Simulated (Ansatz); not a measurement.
**Effect of Ta → W on Ta**

The parent structure is Ta in the bcc (W type) structure (space group Im-3m, No. 229; a = 3.3196 Å).

Modification: W takes the place of Ta on all its sites; the structure is relaxed again.

The values are results of PBE/PAW in Ansatz (an electronic-structure program), no spin-orbit coupling, not measurements. k-mesh 20×20×20 (Γ-centred); smearing 0.05 eV (Fermi–Dirac).

| quantity | base | changed | shift |
|---|---|---|---|
| volume per atom | 18.29 Å³ | 16.13 Å³ | -2.16 Å³ |
| density | 16.43 g/cm³ | 18.92 g/cm³ | +2.496 g/cm³ |
| lattice parameter a | 6.273 bohr | 6.016 bohr | -0.257 bohr |
| space group | Im-3m (No. 229) | Im-3m (No. 229) | – |
| shortest interatomic distance | 5.433 bohr | 5.210 bohr | -0.223 bohr |
| band gap | zero | zero | – |

Stability against distortions was not tested. The final runs are not spin-polarised.
